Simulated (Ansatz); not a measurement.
## Several settings converged on ZnPt₃ (P4mm, 4 atoms in the cell)

```yaml
crystal:
  lattice:
    - [3.91025, 0.00000, 0.00000]
    - [0.00000, 3.91025, 0.00000]
    - [0.00000, 0.00000, 3.91025]
  atoms:
    - { symbol: Zn, position: [0.00000, 0.00000, 0.01279] }
    - { symbol: Pt, position: [0.50000, 0.50000, 0.00000] }
    - { symbol: Pt, position: [0.00000, 0.50000, 0.50000] }
    - { symbol: Pt, position: [0.50000, 0.00000, 0.50000] }
```

Base method: PBEsol, default PAW files made with PBE (plane waves; Ansatz, a quantum-chemistry and plane-wave program).

Base settings: basis.ecutwfc = 420 eV; kpoints.mp_grid.grid = 9 9 9; hamiltonian.xc = pbesol; hamiltonian.pseudopotentials = {kind: paw} (the program's default PAW files); scf.occupations.method = gaussian; scf.occupations.width = 0.1 eV.

The count of work is k-points × plane waves × bands × iterations; it is no time. 

**The k-point mesh at a smearing width of 0.02 eV**

In this ladder: scf.occupations.width = 0.02 eV.

Only quantities that move along the ladder and can be compared are tabulated.

| kpoints.mp_grid.grid | free energy less the last step's (meV/atom) | pressure (GPa) | largest difference of a force vector from the last step's (eV/Å) | count of work / last |
|---|---|---|---|---|
| 3 3 3 | -59.88 | -6.39 | 0.019 | 0.0083 |
| 4 4 4 | -30.01 | -6.92 | 0.005 | 0.025 |
| 5 5 5 | 12.09 | -5.58 | 0.002 | 0.025 |
| 6 6 6 | 3.55 | -6.28 | 0.004 | 0.055 |
| 8 8 8 | -2.47 | -6.22 | 0.001 | 0.10 |
| 9 9 9 | 1.32 | -6.32 | 0.001 | 0.10 |
| 11 11 11 | -0.02 | -6.33 | 0.001 | 0.17 |
| 16 16 16 | 0.53 | -6.27 | 0.000 | 0.56 |
| 20 20 20 | 0.00 | -6.25 | 0.000 | 1.0 |

Coarsest kpoints.mp_grid.grid that holds the pressure within 0.1 GPa of the last step, with all finer ones: 6 6 6, at 0.055 of the last step's count of work; the step before is off by 0.68 GPa.

Coarsest kpoints.mp_grid.grid that holds the free energy within 2 meV/atom of the last step, with all finer ones: 9 9 9, at 0.10 of the last step's count of work; the step before is off by 2.5 meV/atom.

Coarsest kpoints.mp_grid.grid that holds the forces within 0.01 eV/Å of the last step, with all finer ones: 4 4 4, at 0.025 of the last step's count of work; the step before is off by 0.019 eV/Å.

**The width of Fermi-Dirac smearing**

In this ladder: kpoints.mp_grid.grid = 15 15 15; scf.occupations.method = fermi_dirac.

Narrow widths need finer meshes than wide ones, so the last steps can hold mesh noise.

Only quantities that move along the ladder and can be compared are tabulated; pressure and forces are left out, as mesh noise rules them at narrow widths.

```csv
scf.occupations.width,free energy less the last step's (meV/atom),energy extrapolated to zero width less the last step's (meV/atom)
1 eV,-1065.15,-55.72
0.5 eV,-287.71,-19.89
0.3 eV,-108.69,-7.94
0.2 eV,-49.25,-4.11
0.1 eV,-10.83,-0.96
0.05 eV,0.00,0.00
```

Widest scf.occupations.width that holds the energy extrapolated to zero width within 2 meV/atom of the last step, with all finer ones: 0.1 eV; the step before is off by 4.1 meV/atom.

Widest scf.occupations.width that holds the free energy within 5 meV/atom: not settled: the last two steps still differ by 11 meV/atom, over half the tolerance, so the ladder does not show it.

The extrapolation to zero width removes most of the smearing's effect on the energy.

**The width of cold smearing**

In this ladder: kpoints.mp_grid.grid = 15 15 15; scf.occupations.method = cold.

Narrow widths need finer meshes than wide ones, so the last steps can hold mesh noise.

Only quantities that move along the ladder and can be compared are tabulated; pressure and forces are left out, as mesh noise rules them at narrow widths.

| scf.occupations.width | free energy less the last step's (meV/atom) |
|---|---|
| 0.5 eV | -1.84 |
| 0.3 eV | -2.35 |
| 0.2 eV | -1.16 |
| 0.1 eV | -0.28 |
| 0.05 eV | 0.00 |

Widest scf.occupations.width that holds the free energy within 1 meV/atom of the last step, with all finer ones: 0.1 eV; the step before is off by 1.2 meV/atom.

On the base run: the starting cell comes from a database of computed structures (which also holds hypothetical and non-ambient phases and stackings), without a prior relaxation at this level. Its lattice was rescaled by up to half a per cent. One atom was moved a little off its site on purpose. Spin polarisation is off. In the base run, with a pressure of about -6 GPa the cell is away from its equilibrium volume at this level. Ansatz's pressure includes its estimate of the finite-basis (Pulay) stress.

Left out of this page: 4 runs of the series outside the window shown, repeating another row's setting, or not comparable; 1 run of the series unsound by tests on forces, stress, charge or solver warnings.

Keys are those of Ansatz 0.2.
